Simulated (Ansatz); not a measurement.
Band structure of MoS2 (P6_3/mmc, 6 atoms in the cell).

```
CELL_PARAMETERS angstrom
      3.19403     0.00000     0.00000
     -1.59702     2.76611     0.00000
      0.00000     0.00000    13.21397
ATOMIC_POSITIONS crystal
  Mo 0.00000 0.00000 0.25000
  Mo 0.00000 0.00000 0.75000
  S  0.33333 0.66667 0.36774
  S  0.66667 0.33333 0.63226
  S  0.66667 0.33333 0.86774
  S  0.33333 0.66667 0.13226
```

Level of theory: PBE, PAW files (plane waves; Ansatz, a first-principles code).

Settings: kpoints.mp_grid.grid = 10 10 2; hamiltonian.xc = pbe; hamiltonian.pseudopotentials = {kind: paw} (the program's default PAW files); scf.occupations.method = fixed; kpoints.band_path.npoints = 8.

The starting cell comes from a database of computed structures (which also holds hypothetical and non-ambient phases and stackings), without a prior relaxation at this level. Its lattice was rescaled by a random factor within 2.5 % of one.

### Question
Predict the gap along the standard path and the places of the band edges.

### Answer
The gap along the path is 1.10 eV, from Γ to K; the smallest direct gap on it is 1.63 eV. Another conduction valley lies within 0.1 eV, so the order of the valleys is not sure.

Levels in eV from the top of the valence band on the path, bands 23 to 30:
| point | 23 | 24 | 25 | 26 | 27 | 28 | 29 | 30 |
|---|---|---|---|---|---|---|---|---|
| Γ | -2.04 | -1.46 | -0.81 | 0.00 | 2.20 | 2.20 | 2.26 | 2.26 |
| M | -1.56 | -1.48 | -1.24 | -1.02 | 1.68 | 1.70 | 2.20 | 2.22 |
| K | -2.64 | -2.64 | -0.53 | -0.53 | 1.10 | 1.11 | 2.58 | 2.58 |
| A | -2.04 | -2.04 | -0.26 | -0.26 | 2.23 | 2.23 | 2.23 | 2.23 |
| L | -1.52 | -1.52 | -1.10 | -1.10 | 1.69 | 1.69 | 2.20 | 2.20 |
| H | -2.63 | -2.63 | -0.53 | -0.53 | 1.11 | 1.11 | 2.47 | 2.47 |

Keys are those of Ansatz 0.2.
